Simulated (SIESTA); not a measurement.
**A self-consistent single point of Cs3Bi (I4mm, 4 atoms in the cell) with SIESTA**

Method of the run: GGA PBEsol, numerical atomic orbitals DZP, PseudoDojo PBEsol standard norm-conserving potentials (rewritten from UPF to PSML) (SIESTA).

Input as run:

```
# files in the folder: Cs.psml Bi.psml (PseudoDojo PBEsol standard)
SystemName  Cs3Bi
SystemLabel cs3bi

NumberOfAtoms                4
NumberOfSpecies              2
%block ChemicalSpeciesLabel
  1 55 Cs
  2 83 Bi
%endblock ChemicalSpeciesLabel
LatticeConstant              1.0 Bohr
%block LatticeVectors
     0.000000000    8.830901830    8.830901830
     8.830901830    0.000000000    8.830901830
     8.830901830    8.830901830    0.000000000
%endblock LatticeVectors
AtomicCoordinatesFormat      ScaledCartesian
%block AtomicCoordinatesAndAtomicSpecies
     4.415450915    4.415450915    4.415450915  1
    13.246352745   13.246352745   13.246352745  1
     8.830901830    8.830901830    8.925392479  1
     0.000000000    0.000000000    0.000000000  2
%endblock AtomicCoordinatesAndAtomicSpecies

XC.functional                GGA
XC.authors                   PBEsol
PAO.BasisSize                DZP
PAO.EnergyShift              0.01 Ry
MeshCutoff                   350 Ry
%block kgrid.MonkhorstPack
    5   0   0  0.0
    0   5   0  0.0
    0   0   5  0.0
%endblock kgrid.MonkhorstPack
OccupationFunction           MP
OccupationMPOrder            0
ElectronicTemperature        0.272 eV

MaxSCFIterations             150
SCF.Mixer.Method             Pulay
SCF.Mixer.Weight             0.25
SCF.Mixer.History            6
SCF.DM.Tolerance             1.0E-05
Diag.ParallelOverK           true
WriteForces                  true
```

The program printed (abridged):

```
reinit: Reading from file input.fdf

reinit: System Name: Cs3Bi
reinit: System Label: cs3bi

coor:   Atomic-coordinates input format  =     Cartesian coordinates
coor:                                          (in units of alat)

siesta: Atomic coordinates (Bohr) and species
siesta:      4.41545   4.41545   4.41545  1        1
siesta:     13.24635  13.24635  13.24635  1        2
siesta:      8.83090   8.83090   8.92539  1        3
siesta:      0.00000   0.00000   0.00000  2        4

siesta: System type = bulk

initatomlists: Number of atoms, orbitals, and projectors:      4    45    86

siesta: ******************** Simulation parameters ****************************
redata: Spin configuration                          = none
redata: Time-Reversal Symmetry                      = T
redata: Number of Atomic Species                    =        2
redata: Mesh Cutoff                                 =   350.0000 Ry
redata: Net charge of the system                    =     0.0000 |e|
redata: Min. number of SCF Iter                     =        0
redata: Max. number of SCF Iter                     =      150
redata: SCF convergence failure will abort job
redata: SCF mix quantity                            = Hamiltonian
redata: Mix DM or H after convergence               =   F
redata: Recompute H after scf cycle                 =   F
redata: Mix DM in first SCF step                    =   T
redata: No kicks to SCF
redata: DM Mixing Weight for Kicks                  =     0.5000
redata: Require Harris convergence for SCF          =   F
redata: Harris energy tolerance for SCF             =     0.000100 eV
redata: Require DM convergence for SCF              =   T
redata: DM tolerance for SCF                        =     0.000010
redata: Require EDM convergence for SCF             =   F
redata: EDM tolerance for SCF                       =     0.001000 eV
redata: Require H convergence for SCF               =   T
redata: Hamiltonian tolerance for SCF               =     0.001000 eV
redata: Require (free) Energy convergence for SCF   =   F
redata: (free) Energy tolerance for SCF             =     0.000100 eV
redata: Using DFT-D3 dispersion                     =   F
redata: Using Saved Data (generic)                  =   F
redata: Method of Calculation                       = Diagonalization
redata: Electronic Temperature                      =  3156.4289 K
redata: Number of TDED substeps                     =        3
redata: Dynamics option                             = Single-point calculation
redata: Save all siesta data in one NC              =   F
redata: ***********************************************************************

%block SCF.Mixers
  Pulay
%endblock SCF.Mixers

%block SCF.Mixer.Pulay
  # Mixing method
  method pulay
  variant stable

  # Mixing options
  weight 0.2500
  weight.linear 0.2500
  history 6
%endblock SCF.Mixer.Pulay

DM_history_depth set to one: no extrapolation allowed by default for geometry relaxation
Size of DM history Fstack: 1
Total number of electrons:    42.000000
Total ionic charge:    42.000000

* ProcessorY, Blocksize:    1  46

* Orbital distribution balance (max,min):    45    45

 Kpoints in:           75 . Kpoints trimmed:           63

siesta: k-grid: Number of k-points = 63
siesta: k-points from Monkhorst-Pack grid
siesta: k-cutoff (effective) =    16.522 Ang
siesta: k-point supercell and displacements
siesta: k-grid:     5     0     0      0.000
siesta: k-grid:     0     5     0      0.000
siesta: k-grid:     0     0     5      0.000

diag: Algorithm                                     = D&C
diag: Parallel over k                               =   F
diag: Use parallel 2D distribution                  =   F
diag: Parallel block-size                           = 46
diag: Parallel distribution                         =     1 x     1
diag: Used triangular part                          = Lower
diag: Absolute tolerance                            =  0.100E-15
diag: Orthogonalization factor                      =  0.100E-05
diag: Memory factor                                 =  1.0000

superc: Internal auxiliary supercell:     5 x     5 x     5  =     125
superc: Number of atoms, orbitals, and projectors:    500   5625  10750

                        Single-point calculation

superc: Internal auxiliary supercell:     5 x     5 x     5  =     125
superc: Number of atoms, orbitals, and projectors:    500   5625  10750

outcell: Unit cell vectors (Ang):
        0.000000    4.673112    4.673112
        4.673112    0.000000    4.673112
        4.673112    4.673112    0.000000

outcell: Cell vector modules (Ang)   :    6.608778    6.608778    6.608778
outcell: Cell angles (23,13,12) (deg):     60.0000     60.0000     60.0000
outcell: Cell volume (Ang**3)        :    204.1026
new_DM -- step:     1
Initializing Density Matrix...

Attempting to read DM from file... Failed...
DM filled with atomic data:

InitMesh: MESH = 64 x 64 x 64 = 262144
InitMesh: Mesh cutoff (required, used) =   350.000   388.786 Ry

stepf: Methfessel-Paxton step function
       Using Hermite-Gauss polynomials of order  0

        iscf     Eharris(eV)        E_KS(eV)     FreeEng(eV)     dDmax    Ef(eV) dHmax(eV)
   scf:    1    -4115.946894    -4125.721646    -4125.722075  0.639878 -3.822660  4.391784
   scf:    2    -4128.288813    -4127.173466    -4127.180631  0.148633 -3.391669  2.342604
   scf:    3    -4127.761150    -4127.543640    -4127.552015  0.164466 -3.054585  1.100708
   scf:    4    -4127.612831    -4127.584617    -4127.593073  0.064785 -3.108917  0.307483
   scf:    5    -4127.590603    -4127.589019    -4127.597499  0.014358 -3.060910  0.024057
   scf:    6    -4127.589066    -4127.589044    -4127.597523  0.001199 -3.063227  0.002151
   scf:    7    -4127.589039    -4127.589043    -4127.597520  0.001046 -3.065015  0.007465
   scf:    8    -4127.589046    -4127.589046    -4127.597525  0.000444 -3.063785  0.001167
   scf:    9    -4127.589046    -4127.589046    -4127.597525  0.000070 -3.064014  0.000151
   scf:   10    -4127.589046    -4127.589046    -4127.597525  0.000007 -3.064015  0.000032

SCF Convergence by DM+H criterion
max |DM_out - DM_in|         :     0.0000073212
max |H_out - H_in|      (eV) :     0.0000323240
SCF cycle converged after 10 iterations

Using DM_out to compute the final energy and forces

siesta: E_KS(eV) =            -4127.5890

siesta: E_KS - E_eggbox =     -4127.5890

siesta: Atomic forces (eV/Ang):
     1   -0.000006   -0.000006    0.028623
     2    0.000006    0.000006    0.028635
     3   -0.000000   -0.000000   -0.047924
     4    0.000000    0.000000   -0.009702
   Tot    0.000000    0.000000   -0.000368
   Max    0.047924
   Res    0.018326    sqrt( Sum f_i^2 / 3N )
   Max    0.047924    constrained

Stress tensor Voigt[x,y,z,yz,xz,xy] (kbar):      -16.66      -16.66      -16.62       -0.02       -0.02       -0.02
(Free)E + p*V (eV/cell)    -4125.4769
Target enthalpy (eV/cell)    -4127.5975

siesta: Program's energy decomposition (eV):
siesta: Ebs     =      -702.120036
siesta: Eions   =      5339.022154
siesta: Ena     =       965.081059
siesta: Ekin    =      1478.701200
siesta: Enl     =      -140.543430
siesta: Eso     =         0.000000
siesta: Edftu   =         0.000000
siesta: DEna    =        41.689148
siesta: DUscf   =         1.927442
siesta: DUext   =         0.000000
siesta: Ex      =     -1044.131807
siesta: Ec      =       -91.290504
siesta: Exc     =     -1135.422311
siesta: Eharris =     -4127.589046
siesta: Etot    =     -4127.589046
siesta: FreeEng =     -4127.597525

siesta: Atomic forces (eV/Ang):
siesta:      1   -0.000006   -0.000006    0.028623
siesta:      2    0.000006    0.000006    0.028635
siesta:      3   -0.000000   -0.000000   -0.047924
siesta:      4    0.000000    0.000000   -0.009702
siesta: ----------------------------------------
siesta:    Tot    0.000000    0.000000   -0.000368

siesta: Stress tensor (static) (eV/Ang**3):
siesta:    -0.010399   -0.000010   -0.000010
siesta:    -0.000010   -0.010399   -0.000010
siesta:    -0.000010   -0.000010   -0.010371

siesta: Cell volume =        204.102613 Ang**3

siesta: Pressure (static):
siesta:                Solid            Molecule  Units
siesta:           0.00011316          0.00011240  Ry/Bohr**3
siesta:           0.01038990          0.01032032  eV/Ang**3
siesta:          16.64645713         16.53497379  kBar
```

The run converged in 10 iterations.

The starting cell comes from a database of computed structures (which also holds hypothetical and non-ambient phases and stackings), without a prior relaxation at this level. Its lattice was rescaled by up to half a per cent. One atom was moved a little off its site on purpose. Values carry the incompleteness of an atom-centred basis.

Cost on one core of a shared machine: roughly 30 s.
